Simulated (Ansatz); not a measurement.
Take HgS in the zinc blende structure (space group F-43m, No. 216; a = 5.992 Å) as the base.

Calculations: Ansatz (a first-principles code), PBE, PAW, cutoff 420 eV, without spin-orbit coupling, earlier PAW set.

Perturbation: full substitution S → Te, then cell and atoms are relaxed.

Measured lattice parameter a: HgS 5.841 Å (room temperature; as listed in Cardona et al., arXiv (2009)); HgTe 6.46 Å (room temperature; as listed in R. J. Cava et al., Journal of Materials Chemistry C (2013)).

Problem. How well does PBE reproduce the measured shift?

Solution. With PBE the lattice parameter a moves by +0.659 Å (5.992 → 6.651) against +0.619 Å measured.

Whether these cells are dynamically stable was not tested. The final runs are not spin-polarised.
